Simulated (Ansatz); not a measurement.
Gap of wurtzite MgSe, (0001) cell, strained to CdSe (MgSe held in this type, which need not be the stable form; held in plane at the lattice of CdSe), on one geometry relaxed at PBE.

Levels used, each named beside its values: r2SCAN (plane waves to 500 eV, PAW; Ansatz, an electronic-structure program); HSE06 (plane waves to 420 eV, PAW; Ansatz). Geometries and values that name no level are of the first. Spin–orbit coupling is left out. Its k-point mesh 9×9×5, Fermi–Dirac width 0.01 eV. HSE06 ran on meshes of its own (6×6×3); its edges and gaps are taken over the mesh and over extra points off it, mostly where PBE has its edges.

```csv
level,gap (eV)
r2SCAN,…
HSE06,3.17
```

Question: Complete the blanks.

Answer: 
- r2SCAN, gap (eV): 2.89
